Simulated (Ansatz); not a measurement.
Consider Ir in the fcc (Cu type) structure (space group Fm-3m, No. 225; relaxed with 0.1 eV smearing).

```yaml
crystal:
  lattice:
    - [0.00000, 1.90592, 1.90592]
    - [1.90592, 0.00000, 1.90592]
    - [1.90592, 1.90592, 0.00000]
  atoms:
    - { symbol: Ir, position: [0.00000, 0.00000, 0.00000] }
```

Cartesian axes are those of the cell as printed.

Calculations: LDA in Ansatz (plane waves to 420 eV, PAW, no spin-orbit coupling).

Perturbation: uniaxial strain ε_zz = +3.00 %, all other strain components held at zero, atoms relaxed at fixed cell.

Problem. Predict the stress tensor and what it implies for the stiffness.

Solution. Stress of the strained cell less that of the base (GPa, compression positive):
```
   -7.2     0.0     0.0
    0.0    -7.2     0.0
    0.0     0.0   -18.2
```

Then −Δσ_ii/ε with ε = 0.0300 gives secant stiffness values (nonlinear terms included at this strain): C33 ≈ 606 GPa, C13 ≈ 240 GPa and C23 ≈ 240 GPa.

As a check, the harmonic strain energy −½ V₀ Δσ:ε is 24 meV/atom; the computed energy rise is 24 meV/atom.

No phonon test of stability was made. The final runs are not spin-polarised.

Ansatz is a first-principles code.
